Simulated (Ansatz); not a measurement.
Take BaTe in the rock salt structure (space group Fm-3m, No. 225) as the base.

```xyz
2
Lattice="0.0000 3.4707 3.4707 3.4707 0.0000 3.4707 3.4707 3.4707 0.0000" Properties=species:S:1:pos:R:3 pbc="T T T"
Ba     0.0000     0.0000     0.0000
Te     3.4707     3.4707     3.4707
```

Cartesian axes are those of the cell as printed.

All numbers come from PBEsol (Ansatz, an electronic-structure program, PAW, scalar-relativistic without spin-orbit coupling).

Perturbation: biaxial strain +0.83 %, plane normal [111], relaxed out of plane (Cartesian); in-plane vectors clamped, the third vector and the atoms free.

Question: How does this affect the out-of-plane strain?

Answer: The out-of-plane strain is -0.88 %.

Whether these cells are dynamically stable was not tested.
